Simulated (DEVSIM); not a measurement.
Device: Schottky contact on n-type Si, at 250 K.

Layer 1 from the left is Si, thickness (μm) 3.10, Nd (cm⁻³) 8.1e15, τn (s) 4.3e-7, τp (s) 4.3e-7.

Left contact: Schottky, work function 4.51 eV, emission velocity 8.6e6 cm/s. Right contact: ohmic. Voltage is applied to the left contact. Recombination: SRH at mid-gap. Gap narrowing is on: ΔEg = 6.92 meV × (l + √(l² + 0.5)), l = ln(N/1.3e17 cm⁻³), shared equally by both band edges. Mobility is constant in doping.

This is a model device: material constants are rounded textbook-type values typed into the input, and sizes, dopings and lifetimes were drawn at random. Values at 300 K; Nc and Nv go as T^1.5, mobilities as T to minus their exponent, the gap by Varshni's rule with the affinity fixed.

Si: gap (eV) 1.124, affinity (eV) 4.05, permittivity 11.7, Nc (cm⁻³) 2.86e19, Nv (cm⁻³) 3.1e19, μn (cm²/Vs) 1417, μp (cm²/Vs) 470, T exponent of μn 2.3, T exponent of μp 2.2, Varshni α (eV/K) 0.000473, Varshni β (K) 636.

Model (solved in DEVSIM): 1D drift-diffusion, Boltzmann statistics, complete ionisation; no tunnelling, impact ionisation, image-force lowering or self-heating. Metal contacts follow the ideal Schottky-Mott rule: no Fermi-level pinning, no interface dipoles.

Dark forward current:

```csv
|V| (V),|J| (A/cm²)
0.05,0.1260
0.10,1.366
0.15,12.73
0.20,84.75
0.25,288.1
0.30,592.9
0.35,949.5
0.40,1333
0.45,1734
0.50,2145
```

### Question
Work out the local ideality factor n = ΔV / (kT/q · ln(J2/J1)) between the rows 0.10 and 0.15 V, 0.45 and 0.50 V.

### Answer
kT/q = 21.54 mV. From 0.10 to 0.15 V: ln(12.73/1.366) = 2.232, n = 1.04, near the 1 of diffusion or emission over a barrier. From 0.45 to 0.50 V: ln(2145/1734) = 0.213, n = 10.91; the layers' resistance at their doping, Σ W/(qμN) = 0.00011 Ω cm², would take 46 mV of this step of 50 mV.

### Question
Estimate the current at 0.10 V for emission alone, J0 = q v N_band exp(−φB/kT), and read the barrier back from the simulated current.

### Answer
φB = 0.460 eV, N_band = 2.18e19 cm⁻³, J0 = 0.0159 A/cm²; J = J0 (exp(qV/kT) − 1) = 1.64 A/cm². The simulation gives 1.37 A/cm²; the estimate lies 20 % above. Read backwards, the simulated current gives an apparent barrier of 0.464 eV. The estimate leaves out transport through the depletion region and minority injection.
